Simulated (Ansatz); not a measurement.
LuMgNO (model structure, started from the LaZnOP type, P4/nmm, No. 129, 8 atoms in the cell), treated with PBEsol in Ansatz (PAW).

Settings: plane-wave cutoff 520 eV, 8×8×4 k mesh (along the axes of the cell as run), Fermi–Dirac smearing 0.01 eV, scalar-relativistic PAW data made under PBE.

Cell (relaxed at this level):

```xyz
8
Lattice="3.7014 0.0000 0.0000 0.0000 3.7014 0.0000 0.0000 0.0000 7.5980" Properties=species:S:1:pos:R:3 pbc="T T T"
Lu     0.0000     1.8507     6.5040
Lu     1.8507     0.0000     1.0939
Mg     0.0000     0.0000     3.7990
Mg     1.8507     1.8507     3.7990
N      1.8507     0.0000     4.8063
N      0.0000     1.8507     2.7916
O      1.8507     1.8507     0.0000
O      0.0000     0.0000     0.0000
```

Task: Estimate the band gap and bulk modulus that the calculation returns.

Result: 
- band gap = 1.55 eV (on the SCF k mesh)
- bulk modulus = 97.3 GPa

Note: the bulk modulus is −V dP/dV from two relaxed cells at ±2 % in volume; the relaxation could raise the start's symmetry but not lower it, so the cell can be a saddle point.

Spin–orbit coupling is not included.

Computed values are for the static lattice.

It cost about 8 core-minutes (a rough figure) of CPU time.

A model structure was made by putting elements into a prototype or built by hand; it is no filed structure, need not be a known phase, and can be a saddle point held by its symmetry.

Ansatz is a quantum-chemistry and plane-wave program.
